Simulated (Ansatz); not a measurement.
Start from Bi (space group R-3m, No. 166; a = 4.472 Å, c = 11.265 Å (hexagonal axes); relaxed with 0.1 eV smearing). Axes: x lies along a and z along c of the hexagonal cell.

All numbers come from Ansatz (a quantum-chemistry and plane-wave program) PBEsol-D3(BJ), no spin-orbit coupling.

One thing is altered: the symmetric strain tensor [0.0006 -0.0147 -0.0154; -0.0147 0.0061 0.0108; -0.0154 0.0108 -0.0064]; the atoms relax in the strained cell.

### Question
Predict the new stress and energy relative to the base.

### Answer
The stress (xx, yy, zz, yz, xz, xy; compression positive) amounts to (0.6, -0.2, 0.0, -0.5, 0.3, 0.1) GPa; the energy increases by 2.1 meV/atom.

Stability against distortions was not tested.
